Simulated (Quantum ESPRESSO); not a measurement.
# Pressure against volume in AlB2-type HfB2 (space group 191) (Quantum ESPRESSO, PBEsol)

```xyz
3
Lattice="3.0488 0.0000 0.0000 -1.5244 2.6404 0.0000 0.0000 0.0000 3.3790" Properties=species:S:1:pos:R:3 pbc="T T T"
Hf     0.0000     0.0000     0.0000
B      1.5244     0.8801     1.6895
B      0.0000     1.7602     1.6895
```

Computed with PBEsol, GBRV 1.5 ultrasoft (PBESOL) pseudopotentials (plane waves; Quantum ESPRESSO). Settings: ecutwfc = 52 Ry; ecutrho = 416 Ry; occupations = smearing; smearing = fd; degauss = 0.0036749 Ry; potentials = {Hf: hf_pbesol_v1.uspp.F.UPF, B: b_pbesol_v1.4.uspp.F.UPF}; K_POINTS = automatic 22 22 17 0 0 0; conv_thr = 1e-10 Ry; mixing_beta = 0.4. The cell above is the first row's. The rows scale it uniformly. In all rows fractional positions and the k mesh are held.

```
V (Å^3/atom)  P (GPa)
------------  -------
9.067               ?
9.264           15.30
9.461            8.79
9.658            2.89
9.855           -2.45
10.052          -7.29
10.250         -11.68
10.447         -15.67
10.644         -19.27
```

The 8 complete rows are fitted with a cubic, P against V. With u = V - 10.0, the rows have u = -0.7360, -0.5390, -0.3420, -0.1450, 0.0520, 0.2500, 0.4470, 0.6440. Least squares gives P = -6.058 - 23.9692·u + 6.0563·u² - 1.0905·u³. Residuals (row less fit): 0.001, -0.002, -0.001, 0.002, -0.002, 0.009, -0.010, 0.004; standard error 0.007 (degrees of freedom: 4). The fitted pressure is zero at V0 = 9.762, where dP/dV = -27.04, so B0 = -V0·dP/dV = 264 GPa.

Question: Estimate the missing P (V = 9.067); what did the run itself give?

Answer: u = -0.9330, so P = -6.058 - 23.9692 × (-0.9330) + 6.0563 × (-0.9330)² - 1.0905 × (-0.9330)³ = 22.463 GPa. The calculation gives 22.49 GPa, 0.027 GPa above the prediction (0.1 % of the range of P in the table). The row lies outside the fitted rows, so this is an extrapolation. From the scatter of the fitted rows alone, a prediction at this place has a standard error of 0.019 GPa, so the miss is 1.4 times that.

Carrying the step between the two nearest rows on in a straight line would have given 21.81, off by 0.68; series whose last step already gives the withheld value aren't shown. The scan was laid around a cell of about the measured size, scaled by a guess for this functional; axis ratios and inner coordinates come from that cell. The runs keep the symmetry of the cell, so they don't test it for distortions. Spin-orbit coupling is off. The shape of the cell and the inner coordinates aren't relaxed, so V0 and B0 belong to this uniform scaling; a relaxed crystal lies no higher in energy and is usually softer. Cutoffs and mesh are single choices, not tested for convergence of this quantity. Series with a scatter that would blur these digits, or in which a gap closes, are not shown.
